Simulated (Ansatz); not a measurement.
Abridged Ansatz (a quantum-chemistry and plane-wave program) output:

```
Pseudopotential: Zr, paw, valence charge 12
Pseudopotential: Pb, paw, valence charge 14
Pseudopotential: O, paw, valence charge 6
Crystal: 5 atoms, lattice volume = 71.024 Å³
Basis set: ecut = 420 eV, 1357 PW (Γ), exchange–correlation on 60×60×60 points (8 copies of the dense FFT grid, shifted against one another)
Bands: 27, of which v1, the nominal top of the filled ones, is band 22 counted from 1 (21 counted from 0)
Symmetry: 48 space group operations
k-points: 20 of 216
Functional: x = pbe(κ = 0.804, μ = 0.2195149727645171), c = pbe(β = 0.06672455060314922), warm-up for x = pbe(κ = 0.804, μ = 0.2195149727645171) + 0.25 (exact …
SCF iter   1: F=—  HF=-17797.219134 eV  |F-HF|=—  |Δ(HF+E_count)|=         —  Δρ=1.68e-3  dr2=2.02e-3  ethr=1.77e-3  ⟨swp⟩=5.3  Hψ=2344  notcnv=0
SCF iter   2: F=-17797.219817 eV  HF=-17797.219859 eV  |F-HF|=4.23e-5  |Δ(HF+E_count)|=   7.24e-4  Δρ=6.39e-4  dr2=2.34e-4  ethr=4.59e-6  ⟨swp⟩=5.5  Hψ=1794  notcnv=0  defer=10
SCF 1 stopped early in 2 iterations: F = -17797.219817 eV  dr2 = 2.34e-4
Crystal: 5 atoms, lattice volume = 71.024 Å³
Functional: x = pbe(κ = 0.804, μ = 0.2195149727645171) + 0.25 (exact − pbe) at short range (hse, ω = 0.20786987370883472 Å⁻¹), c = pbe(β = 0.06672455060314922); HSE06 as pw.x's `hse` composes it (authors' and Libxc's form: `xc: wpbeh`)
SCF iter   1: F=—  HF=-17802.526293 eV  |F-HF|=—  |Δ(HF+E_count)|=         —  Δρ=1.16e-2  dr2=1.36e-1  ethr=5.31e-6  ⟨swp⟩=6.2  Hψ=2449  notcnv=0
SCF iter   2: F=—  HF=-17802.491254 eV  |F-HF|=—  |Δ(HF+E_count)|=   3.50e-2  Δρ=9.31e-3  dr2=4.39e-2  ethr=5.31e-6  ⟨swp⟩=5.9  Hψ=2301  notcnv=0
SCF 2 stopped early in 6 iterations: F = -17802.503572 eV  dr2 = 1.93e-5
Crystal: 5 atoms, lattice volume = 71.024 Å³
SCF iter   1: F=—  HF=-17802.503244 eV  |F-HF|=—  |Δ(HF+E_count)|=         —  Δρ=5.71e-5  dr2=1.38e-6  ethr=8.29e-7  ⟨swp⟩=4.0  Hψ=1160  notcnv=0
SCF iter   2: F=—  HF=-17802.503245 eV  |F-HF|=—  |Δ(HF+E_count)|=   1.10e-6  Δρ=1.91e-5  dr2=3.28e-7  ethr=2.59e-10  ⟨swp⟩=2.4  Hψ=2702  notcnv=0  defer=1
SCF 3 converged in 4 iterations: F = -17802.503247 eV  dr2 = 4.84e-9
Free energy (F): -17802.503247 eV
Internal energy: -17802.503247 eV  (E = F + TS)
E sigma→0 (E₀):  -17802.503247 eV
Fermi energy:    10.727234 eV
```

Question: What was computed, and what are the main results?

Answer: PbZrO3, 5 atoms in the cell, with Ansatz, HSE06, PAW, cutoff 420 eV, without spin-orbit coupling. The last SCF converged to F = -17802.503247 eV, or -3560.5006 eV per atom. The total energy compares only with runs of the same code, potentials and settings.

Single points use the geometry relaxed with PBEsol. The hybrid gap comes from the SCF mesh plus the semilocal run's edge points and a few special points and is an upper bound. With Pb present, leaving out spin-orbit coupling can change the band edges. No phonon test of stability was made. The cell is PbZrO₃ in the cubic perovskite structure (space group Pm-3m, No. 221; a cell from a computed database, its experimental status unchecked). Many cubic perovskites are stable only at high temperature; tilts and polar distortions were not tested.
